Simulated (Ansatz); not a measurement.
The cell is made up: elements placed on another compound's structure type, so the phase may be hypothetical.

The decay constant κ of evanescent states in the gap governs leakage through a thin film.

Consider the following.

```yaml
crystal:
  lattice:
    - [3.43052, 0.00000, 0.00000]
    - [0.00000, 5.83931, 0.00000]
    - [0.00000, 0.00000, 5.83931]
  atoms:
    - { symbol: Be, position: [0.00000, 0.66865, 0.33135] }
    - { symbol: Be, position: [0.00000, 0.33135, 0.66865] }
    - { symbol: Be, position: [0.50000, 0.83135, 0.83135] }
    - { symbol: Be, position: [0.50000, 0.16865, 0.16865] }
    - { symbol: S, position: [0.00000, 0.30805, 0.30805] }
    - { symbol: S, position: [0.00000, 0.69195, 0.69195] }
    - { symbol: S, position: [0.50000, 0.80805, 0.19195] }
    - { symbol: S, position: [0.50000, 0.19195, 0.80805] }
```

Space group of this cell: P4_2/mnm. The cell was relaxed by PBE-D3(BJ); by r2SCAN its mean pressure is 3.0 GPa.

Transport runs along the normal of the first two printed cell vectors.

The gap is the functional's own, uncorrected, and κ follows it; spin-orbit coupling is left out. Mid-gap values are interpolated between the computed energies.

Problem. Compute, with r2SCAN in Ansatz (a quantum-chemistry and plane-wave program), the band gap and the smallest decay constant κ at mid-gap.

Solution. Gap 3.66 eV on a 10×6×6 mesh; κ = 0.301 1/Å, at the zone centre.
